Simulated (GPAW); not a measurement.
A self-consistent single point of Na (Im-3m, 1 atom in the cell) with GPAW

Method of the run: PBE, GPAW PAW datasets PBE (gpaw-data 1.0.1) (plane waves; GPAW 25.7.0).

The input file:

```python
from ase import Atoms
from ase.units import GPa
from gpaw import GPAW

atoms = Atoms(['Na'],
              cell=[[-2.140650, 2.140650, 2.140650],
                    [2.140650, -2.140650, 2.140650],
                    [2.140650, 2.140650, -2.140650]],
              positions=[[0.000000, 0.000000, 0.000000]],
              pbc=True)

calc = GPAW(mode={'name': 'pw', 'ecut': 800},
            xc='PBE',
            kpts={'size': (8, 8, 8), 'gamma': True},
            occupations={'name': 'fermi-dirac', 'width': 0.1},
            nbands=-5,
            convergence={'density': 1e-05, 'energy': 1e-05},
            symmetry={'symmorphic': False, 'tolerance': 0.0005},
            maxiter=120,
            txt='-')

atoms.calc = calc

energy = atoms.get_potential_energy()
print('Energy (eV):', round(energy, 6))
forces = atoms.get_forces()
print('Forces (eV/Ang):')
print(forces.round(5))
stress = atoms.get_stress()
print('Stress (GPa, Voigt):', (stress / GPa).round(4))
```

Output (repeated stretches shortened):

```
Input parameters:
  convergence: {density: 1e-05,
                energy: 1e-05}
  kpts: {gamma: True,
         size: (8, 8, 8)}
  maxiter: 120
  mode: {ecut: 800,
         name: pw}
  nbands: -5
  occupations: {name: fermi-dirac,
                width: 0.1}
  symmetry: {symmorphic: False,
             tolerance: 0.0005}
  xc: PBE

species:
  Na:
    name: Sodium
    Z: 11.0
    valence: 7
    core: 4
    charge: 0.0
    file: Na.PBE.gz

    # Using partial waves for Na as LCAO basis

Reference energy: -4418.610498  # eV

Spin-paired calculation

Convergence criteria:
 Maximum [total energy] change in last 3 cyles: 1e-05 eV / valence electron
 Maximum integral of absolute [dens]ity change: 1e-05 electrons / valence electron
 Maximum integral of absolute [eigenst]ate change: 4e-08 eV^2 / valence electron
 Maximum number of scf [iter]ations: 120

Symmetries present (total): 48
Symmetries with fractional translations: 0
512 k-points: 8 x 8 x 8 Monkhorst-Pack grid + [1/16,1/16,1/16]
29 k-points in the irreducible part of the Brillouin zone
       k-points in crystal coordinates                weights
   0:     0.00000000    0.00000000    0.00000000          1/512
   1:     0.12500000    0.00000000    0.00000000         12/512
   2:     0.12500000    0.12500000   -0.12500000          6/512
   [... 7 lines left out ...]
          ...
  28:     0.50000000    0.50000000    0.50000000          1/512

Wave functions: Plane wave expansion
  Cutoff energy: 800.000 eV
  Number of coefficients (min, max): 1972, 2034
  Pulay-stress correction: 0.000000 eV/Ang^3 (de/decut=0.000000)

Occupation numbers: Fermi-Dirac:
  width: 0.1000  # eV

Eigensolver

Densities:
  Coarse grid: 25*25*25 grid
  Fine grid: 50*50*50 grid
  Total Charge: 0.000000

Density mixing:
  Method: separate
  Backend: pulay
  Linear mixing parameter: 0.05
  old densities: 5
  Damping of long wavelength oscillations: 50

Hamiltonian:
  XC and Coulomb potentials evaluated on a 50*50*50 grid
  External potential:
    NoExternalPotential

XC parameters: PBE with 2 nearest neighbor stencil

Number of atoms: 1
Number of atomic orbitals: 7
Number of bands in calculation: 8
Number of valence electrons: 7
Bands to converge: occupied

Density initialized from atomic densities
  7 bands from LCAO basis set
  1 band from random numbers

Atomic positions and initial magnetic moments

Positions:
   0 Na     0.000000    0.000000    0.000000    ( 0.0000,  0.0000,  0.0000)

Unit cell:
           periodic     x           y           z      points  spacing
  1. axis:    yes   -2.140650    2.140650    2.140650    25     0.1211
  2. axis:    yes    2.140650   -2.140650    2.140650    25     0.1211
  3. axis:    yes    2.140650    2.140650   -2.140650    25     0.1211

  Lengths:   3.707715   3.707715   3.707715
  Angles:  109.471221 109.471221 109.471221

Effective grid spacing dv^(1/3) = 0.1359

     iter     time        total  log10-change:
                         energy   eigst   dens
iter:   1 --:--:--    -1.315870
iter:   2 --:--:--    -1.316383   -2.07  -1.68
iter:   3 --:--:--    -1.312402   -2.72  -1.71
iter:   4 --:--:--    -1.314594   -3.56  -2.34
iter:   5 --:--:--    -1.312032   -3.75  -2.61
iter:   6 --:--:--    -1.311986   -5.59  -3.43
iter:   7 --:--:--    -1.311988c  -7.11  -3.66
iter:   8 --:--:--    -1.311974c  -5.84  -3.65
iter:   9 --:--:--    -1.311974c  -7.60c -4.83
iter:  10 --:--:--    -1.311974c  -8.25c -5.02c

Converged after 10 iterations.

Dipole moment: (0.000000, 0.000000, 0.000000) |e|*Ang

Energy contributions relative to reference atoms: (reference = -4418.610498)

Kinetic:         +1.059378
Potential:       -0.954483
External:        +0.000000
XC:              -1.374745
Entropy (-ST):   -0.020805
Local:           -0.031722
SIC:             +0.000000
--------------------------
Free energy:     -1.322377
Extrapolated:    -1.311974

Showing only first 2 kpts
 Kpt  Band  Eigenvalues  Occupancy
  0     1    -24.84923    2.00000
  0     2    -24.84923    2.00000
  0     3     -3.04111    2.00000
  0     4     11.51895    0.00000

  1     1    -24.85068    2.00000
  1     2    -24.84921    2.00000
  1     3     -2.77682    2.00000
  1     4      8.96239    0.00000

Fermi level: 0.15095

No gap
No difference between direct/indirect transitions
Energy (eV): -1.311974

Forces in eV/Ang:
  0 Na    0.00000    0.00000   -0.00000

Stress tensor:
     0.002238    -0.000000     0.000000
    -0.000000     0.002238    -0.000000
     0.000000    -0.000000     0.002238
Stress (GPa, Voigt): [ 0.3585  0.3585  0.3585 -0.      0.     -0.    ]
```

The run converged in 10 iterations. GPAW prints stress with tension positive.

The starting cell has typed, rounded lattice constants, without a prior relaxation at this level. Its lattice was rescaled by up to half a per cent.
